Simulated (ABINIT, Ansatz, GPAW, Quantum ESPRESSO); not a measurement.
La₃InN (Pm-3m, 5 atoms in the cell) computed with different codes at matched settings

Self-consistent single point, at a second geometry (lattice scaled by 0.98). First geometry:

```yaml
crystal:
  lattice:
    - [5.01248, 0.00000, 0.00000]
    - [0.00000, 5.01248, 0.00000]
    - [0.00000, 0.00000, 5.01248]
  atoms:
    - { symbol: La, position: [0.50000, 0.50000, 0.00000] }
    - { symbol: La, position: [0.00000, 0.50000, 0.50000] }
    - { symbol: La, position: [0.50000, 0.00000, 0.50000] }
    - { symbol: In, position: [0.00000, 0.00000, 0.00000] }
    - { symbol: N, position: [0.50000, 0.50000, 0.50000] }
```

Shared settings, as Ansatz (a program for electronic structure) writes them: kpoints.mp_grid.grid = 7 7 7; scf.occupations.method = gaussian; scf.occupations.width = 0.136 eV. Potentials and cutoffs stand in the table.

| code | model | ΔF from the first geometry (meV/atom) | pressure (GPa) | cutoff |
|---|---|---|---|---|
| ABINIT | LDA (PW92), PAW (JTH v2.0 LDA PAW) | 29.8 | 5.85 | 52 Ry |
| GPAW | LDA (Perdew-Wang 92), GPAW PAW datasets LDA (gpaw-data 1.0.1) | 27.2 | – | 900 eV |
| Quantum ESPRESSO | LDA (PZ), GBRV 1.5 ultrasoft (LDA) pseudopotentials | 28.5 | 5.60 | 40 Ry |
| Ansatz | LDA (PW92), PAW files made with PBE | 25.6 | 5.45 | default |

A dash marks a value that a program does not give, or that is left out as unsure.

The spread over the programs that give each value: ΔF from the first geometry within 4.2 meV/atom; pressure within 0.40 GPa.

Ansatz's pressure is given at a fixed set of plane waves, as the other plane-wave codes print theirs; with its correction for the finite basis it is 5.52 GPa. The pressure of GPAW is left out: its cutoff lies under the one at which its stress was checked. The same LDA comes in different parametrisations, which differ slightly.

The starting cell comes from a database of computed structures (which also holds hypothetical and non-ambient phases and stackings), without a prior relaxation at this level. Its lattice was rescaled by a random factor within 2.5 % of one. For this run, on top of that: lattice scaled by 0.98.

Left out of this page: Elk and FLEUR (not drawn, or without a comparable value).

Keys are those of Ansatz 0.2.
